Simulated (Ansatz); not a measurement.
## A computed series for MoSi2: response to strain

Start from MoSi$_{2}$ (space group I4/mmm, No. 139; a = 3.202 Å, c = 7.819 Å). Axes: x, y, z lie along a, b, c of the conventional cell.

Strains are applied to the cell and any free atomic positions relax; under biaxial strain the out-of-plane vector relaxes too; under stress the whole cell relaxes.

Method: r2SCAN, PAW, 500 eV (Ansatz, an electronic-structure program; no spin-orbit coupling), earlier PAW set.

Candidates:
(a) biaxial strain −3.17 %, plane normal [001], relaxed out of plane
(b) uniaxial strain ε_yy = +1.23 %
(c) biaxial strain +2.86 %, plane normal [001], relaxed out of plane
(d) uniaxial stress, 8 GPa compression along x
(e) biaxial strain +0.62 %, plane normal [001], relaxed out of plane

Notes on the quantities. energy relative to the base: free energy F.

### Question
Order them by energy relative to the base, lowest first.

### Answer
(e) biaxial strain +0.62 %, plane normal [001], relaxed out of plane (+1.6 meV/atom), (b) uniaxial strain ε_yy = +1.23 % (+2.6 meV/atom), (d) uniaxial stress, 8 GPa compression along x (+6.7 meV/atom), (c) biaxial strain +2.86 %, plane normal [001], relaxed out of plane (+32 meV/atom), (a) biaxial strain −3.17 %, plane normal [001], relaxed out of plane (+45 meV/atom)

The mesh was chosen for an insulator and is coarse for the gapless case. Without a gap, meshes like the base's 14×14×14 leave anisotropic stresses uncertain by several tenths of a GPa, and small strain energies with them. Stability under load was not tested beyond the relaxation. The final runs are not spin-polarised.
